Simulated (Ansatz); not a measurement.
## Response to strain in Ta

Start from Ta in the bcc (W type) structure (space group Im-3m, No. 229; relaxed with 0.1 eV smearing).

```xyz
1
Lattice="-1.6530 1.6530 1.6530 1.6530 -1.6530 1.6530 1.6530 1.6530 -1.6530" Properties=species:S:1:pos:R:3 pbc="T T T"
Ta     0.0000     0.0000     0.0000
```

Cartesian axes are those of the cell as printed.

Strains are applied to the cell and any free atomic positions relax; under biaxial strain the out-of-plane vector relaxes too; under stress the whole cell relaxes.

All numbers come from r2SCAN (Ansatz, a first-principles code, PAW, no spin-orbit coupling).

Notes on the quantities. energy relative to the base: free energy F; pressure: mean of the normal stresses, compression positive.

```json
[
 {"change": "base", "energy relative to the base": "0 meV/atom", "volume per atom": "18.07 Å³", "pressure": "0.0 GPa"},
 {"change": "biaxial strain −0.63 %, plane normal [001], relaxed out of plane", "energy relative to the base": "+1.1 meV/atom", "volume per atom": "17.98 Å³", "pressure": "1.0 GPa"},
 {"change": "biaxial strain +0.61 %, plane normal [001], relaxed out of plane", "energy relative to the base": "+1.0 meV/atom", "volume per atom": "18.15 Å³", "pressure": "-0.9 GPa"},
 {"change": "biaxial strain +0.84 %, plane normal [110], relaxed out of plane", "energy relative to the base": "___", "volume per atom": "___", "pressure": "___"},
 {"change": "isotropic strain −2.56 %", "energy relative to the base": "+72 meV/atom", "volume per atom": "16.72 Å³", "pressure": "18.0 GPa"},
 {"change": "isotropic strain −1.43 %", "energy relative to the base": "+22 meV/atom", "volume per atom": "17.30 Å³", "pressure": "9.4 GPa"},
 {"change": "uniaxial strain ε_yy = +2.69 %", "energy relative to the base": "+11 meV/atom", "volume per atom": "18.55 Å³", "pressure": "-5.0 GPa"},
 {"change": "uniaxial strain ε_yy = +2.82 %", "energy relative to the base": "+12 meV/atom", "volume per atom": "18.58 Å³", "pressure": "-5.3 GPa"},
 {"change": "tensor shear ε_xy = +3.25 %", "energy relative to the base": "+17 meV/atom", "volume per atom": "18.05 Å³", "pressure": "0.5 GPa"},
 {"change": "uniaxial stress, 3 GPa tension along x", "energy relative to the base": "+3.5 meV/atom", "volume per atom": "18.17 Å³", "pressure": "–"}
]
```

Task: What belongs in the blanks?

Result: 
- biaxial strain +0.84 %, plane normal [110], relaxed out of plane, energy relative to the base: +2.2 meV/atom
- biaxial strain +0.84 %, plane normal [110], relaxed out of plane, volume per atom: 18.21 Å³
- biaxial strain +0.84 %, plane normal [110], relaxed out of plane, pressure: -1.5 GPa

Beyond what the load breaks, stability against distortions was not tested. The final runs are not spin-polarised.
